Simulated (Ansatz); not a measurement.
## Ag, response to strain

The reference is Ag in the fcc (Cu type) structure (space group Fm-3m, No. 225; a = 4.0009 Å; relaxed with 0.1 eV smearing). Axes: x, y, z lie along the cube axes.

Strains are applied to the cell and any free atomic positions relax; under biaxial strain the out-of-plane vector relaxes too.

Method: Ansatz (an electronic-structure program) LDA, no SOC.

Notes on the quantities. energy relative to the base: free energy F.

```tsv
biaxial strain, plane normal [111], relaxed out of plane (%)	energy relative to the base (meV/atom)
0	0.0
0.42	0.4
0.83	?
1.25	3.4
1.67	5.9
2.08	8.9
2.5	12.5
```

Problem. Fit ΔE = Aε² + Bε³ (ε in %) to the rows shown and predict the withheld row.

Solution. Least squares on the printed values gives A = 2.35 and B = -0.14 meV/atom (largest residual 0.0 meV/atom); this predicts 1.5 meV/atom, and the run gives 1.5 meV/atom, in agreement.

Whether these cells are dynamically stable was not tested.
